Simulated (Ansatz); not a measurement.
# A computed series for hypothetical diamond Pt: pressure series

Consider Pt in the diamond structure (space group Fd-3m, No. 227; a hypothetical phase, not in the database extracts checked).

```xyz
2
Lattice="0.0000 2.8878 2.8878 2.8878 0.0000 2.8878 2.8878 2.8878 0.0000" Properties=species:S:1:pos:R:3 pbc="T T T"
Pt     1.4439     1.4439     1.4439
Pt     0.0000     0.0000     0.0000
```

Cell and atoms are relaxed at each pressure.

All numbers come from plane-wave PAW DFT at the PBE level (Ansatz, a program for electronic structure, 420 eV), no SOC.

| P (GPa) | V (Å³/atom) |
|---|---|
| -2.01 | 24.531 |
| -1.01 | 24.302 |
| 0.30 | 24.020 |
| 0.70 | 23.939 |
| 1.49 | 23.782 |
| 3.00 | 23.500 |
| 5.00 | 23.157 |
| 7.50 | 22.768 |
| 10.01 | 22.415 |

Fit a third-order Birch–Murnaghan equation of state.

Least squares on P(V) = (3B₀/2)[(V₀/V)^(7/3) − (V₀/V)^(5/3)]·[1 + (3/4)(B₀′ − 4)((V₀/V)^(2/3) − 1)] gives V₀ = 24.08 Å³/atom, B₀ = 115 GPa and B₀′ = 5.4.

Load acts through the strain it causes; cell and atoms are relaxed under it. Stability against distortions was not tested. No other phases were tried under pressure. The final runs are not spin-polarised. Pt has a high density of states at the Fermi level and may be magnetic at this level.
